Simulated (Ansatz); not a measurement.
Base system: WS$_{2}$ in the 2H-MoS2 type structure (space group P6_3/mmc, No. 194; a = 3.1541 Å, c = 12.1373 Å; layered, stacked along the Cartesian z axis).

(Cell as relaxed with PBE-D3(BJ).)

Levels (all Ansatz, a first-principles code, PAW): PBE-D3(BJ) (420 eV, scalar-relativistic without spin-orbit coupling); PBEsol-D3(BJ) (420 eV, spin-orbit coupling left out).

Each level relaxes its own structure.

| base | PBE-D3(BJ) | PBEsol-D3(BJ) |
|---|---|---|
| volume per atom | 17.43 Å³ | 16.49 Å³ |
| lattice parameter a | 3.154 Å | 3.115 Å |
| band gap | 0.88 eV | 0.65 eV |

One thing is altered: a negative pressure, −2 GPa.

| quantity | PBE-D3(BJ) | PBEsol-D3(BJ) |
|---|---|---|
| shift of the gap caused by the change | +0.25 eV | … |
| gap character | indirect, Γ → K–Γ (47 % along) | … |
| smallest direct gap | 1.80 eV | … |

Question: Predict the PBEsol-D3(BJ) column.

Answer: 
- shift of the gap caused by the change, PBEsol-D3(BJ): +0.15 eV
- gap character, PBEsol-D3(BJ): indirect, Γ → K–Γ (44 % along)
- smallest direct gap, PBEsol-D3(BJ): 1.88 eV

PBE-D3(BJ)'s shift of the gap caused by the change lies 0.10 eV above PBEsol-D3(BJ)'s; PBE-D3(BJ)'s smallest direct gap lies 0.08 eV below PBEsol-D3(BJ)'s; the two agree on the gap character. Neither level is exact; PBEsol-D3(BJ) is the comparison here, not a measurement.

With W present, leaving out spin-orbit coupling can change the band edges. Load acts through the strain it causes; cell and atoms are relaxed under it. Stability against distortions was not tested.
